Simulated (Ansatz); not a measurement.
The starting structures come from a database of crystals and need not be the phases stable at ambient conditions.

Tunnelling through a barrier is set by its complex band structure: the current falls as exp(−2κd) with the smallest κ.

Consider the following.

```
CELL_PARAMETERS angstrom
      7.71031     0.00000     0.00000
      0.00000    10.17580     0.00000
      3.85516     0.00000     2.22577
ATOMIC_POSITIONS crystal
  Na 0.00000 0.00000 0.00000
  Na 0.00000 0.50000 0.00000
  Na 0.66667 0.25000 0.00000
  Na 0.33333 0.75000 0.00000
  S  0.66667 0.64419 0.00000
  S  0.33333 0.35581 0.00000
  S  0.33333 0.14419 0.00000
  S  0.66667 0.85581 0.00000
```

Space group of this cell: P6_3/mmc. The cell is taken as given.

Transport runs along the normal of the first two printed cell vectors, the (110) plane of the conventional cell.

The gap is the functional's own, uncorrected, and κ follows it; spin-orbit coupling is left out. Mid-gap values are interpolated between the computed energies.

Question: Predict the band gap and the smallest decay constant κ at mid-gap from r2SCAN (Ansatz, a program for electronic structure).

Answer: Gap 1.63 eV on a 14×4×14 mesh; κ = 0.231 1/Å, at the zone centre.
